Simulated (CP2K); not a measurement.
CP2K 2026.2, DFT, PBE, Gaussian and plane waves, DZVP-MOLOPT bases, GTH-PBE potentials: bcc Ta, atoms displaced, 1 atom. Basis and mesh were picked for this test and aren't claimed converged.

```text
&GLOBAL
  PROJECT run
  RUN_TYPE ENERGY_FORCE
  PRINT_LEVEL LOW
  &TIMINGS
    THRESHOLD 0.005
  &END TIMINGS
&END GLOBAL
&FORCE_EVAL
  METHOD Quickstep
  &DFT
    BASIS_SET_FILE_NAME BASIS_MOLOPT
    POTENTIAL_FILE_NAME GTH_POTENTIALS
    &QS
      METHOD GPW
      EPS_DEFAULT 1.0E-12
    &END QS
    &MGRID
      CUTOFF 400
      REL_CUTOFF 50
    &END MGRID
    &XC
      &XC_FUNCTIONAL PBE
      &END XC_FUNCTIONAL
    &END XC
    &SCF
      SCF_GUESS ATOMIC
      EPS_SCF 1.0E-6
      MAX_SCF 150
      &DIAGONALIZATION
        ALGORITHM STANDARD
      &END DIAGONALIZATION
      &MIXING
        METHOD BROYDEN_MIXING
        ALPHA 0.15
        NBUFFER 8
      &END MIXING
      ADDED_MOS 6
      &SMEAR ON
        METHOD FERMI_DIRAC
        ELECTRONIC_TEMPERATURE [K] 1000
      &END SMEAR
    &END SCF
    &KPOINTS
      SCHEME MONKHORST-PACK 4 4 4
      GAMMA_CENTERED T
    &END KPOINTS
  &END DFT
  &SUBSYS
    &CELL
      A 2.86307998 0.00000000 0.00000000
      B -0.95435999 2.69933770 0.00000000
      C -0.95435999 -1.34966885 2.33769502
    &END CELL
    &COORD
      SCALED
      Ta 0.99776200 0.00058500 0.00711500
    &END COORD
    &KIND Ta
      ELEMENT Ta
      BASIS_SET DZVP-MOLOPT-SR-GTH-q13
      POTENTIAL GTH-PBE-q13
    &END KIND
  &END SUBSYS
  &PRINT
    &FORCES ON
      NDIGITS 10
    &END FORCES
  &END PRINT
&END FORCE_EVAL
```

The program reports basis functions: 26.

It runs on a single node (AMD EPYC (Zen 5), 96 cores on 1 socket, no SMT, 12 L3 cache groups).

Times are wall-clock medians of two to five repeats, from the common launch until the last copy ends, with nothing else on the machine. Processes are pinned to neighbouring cores unless said otherwise. The build: conda-forge: MPICH, OpenMP, OpenBLAS, FFTW, ScaLAPACK, ELPA, COSMA, DBCSR on BLAS; another build can shift the numbers. Scratch files lie in a memory file system.

Ways to fill 96 cores (the node offers 329 GiB):
- 4 copies of 24 ranks
- 3 copies of 32 ranks
- 2 copies of 48 ranks
- 6 copies of 16 ranks
- 96 ranks

Question: For throughput over a long queue of such jobs, how should the node be filled?

Answer: 6 copies of 16 ranks: 760 jobs an hour. At the low end 96 ranks gives 120. The best is the narrowest job tried, and narrower ones have no timing here. Alone on the node, 16 ranks takes 21 s; beside 5 other copies 28 s.

```json
[
 {"way": "6 copies of 16 ranks", "time till all copies end": "28 s", "jobs an hour": "760", "memory in all, scratch files included": "20 GiB"},
 {"way": "4 copies of 24 ranks", "time till all copies end": "29 s", "jobs an hour": "490", "memory in all, scratch files included": "20 GiB"},
 {"way": "3 copies of 32 ranks", "time till all copies end": "29 s", "jobs an hour": "370", "memory in all, scratch files included": "20 GiB"},
 {"way": "2 copies of 48 ranks", "time till all copies end": "30 s", "jobs an hour": "240", "memory in all, scratch files included": "19 GiB"},
 {"way": "96 ranks", "time till all copies end": "31 s", "jobs an hour": "120", "memory in all, scratch files included": "19 GiB"}
]
```

4 planned settings were not run, for want of time.
